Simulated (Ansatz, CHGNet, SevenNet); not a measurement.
## Sn (model structure, started from the lonsdaleite type, P6₃/mmc, No. 194, 4 atoms in the cell): properties by level of theory

```
level (code)     lattice constant a (Å)  c axis length (Å)
---------------  ----------------------  -----------------
CHGNet 0.3.0                      3.377             11.776
SevenNet-0                          ___              7.678
LDA (Ansatz)                      4.561                ___
PBE (Ansatz)                      4.691                ___
PBEsol (Ansatz)                   4.609                ___
```

**Question.** Complete the blanks.

**Answer.** 
- SevenNet-0, lattice constant a (Å): 4.696
- LDA (Ansatz, a program for electronic structure), c axis length (Å): 7.507
- PBE (Ansatz), c axis length (Å): 7.713
- PBEsol (Ansatz), c axis length (Å): 7.581

Caveats: the cell has another shape than the first-principles one, perhaps another minimum in the same group (CHGNet 0.3.0); the cell moved over 20 % in volume from its start (SevenNet-0). Ansatz's density-functional and Hartree–Fock values are scalar-relativistic unless marked +SOC, with PAW data made under PBE.

A model structure was made by putting elements into a prototype or built by hand; it is no filed structure, need not be a known phase, and can be a saddle point held by its symmetry.
